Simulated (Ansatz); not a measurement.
Consider the following.

```
CELL_PARAMETERS angstrom
      2.25515     0.00000     0.00000
     -1.12758     1.95302     0.00000
      0.00000     0.00000     3.66474
ATOMIC_POSITIONS crystal
  Be 0.66667 0.33333 0.75000
  Be 0.33333 0.66667 0.25000
```

No spin polarisation.

Method: PBEsol (Ansatz, an electronic-structure program, PAW, without spin-orbit coupling). k-mesh 29×29×16 (Γ-centred); smearing 0.1 eV (Fermi–Dirac).

Q: What pressure (mean of the normal stresses, compression positive) does the calculation give?

A: -3.7 GPa.

Q: What is the computed band gap?

A: Zero.

The cells carry an imposed strain or load. No phonon test of stability was made. The cell was made from Be in the hcp (Mg type) structure (space group P6_3/mmc, No. 194) by this change: uniaxial strain ε_zz = +3.00 %.
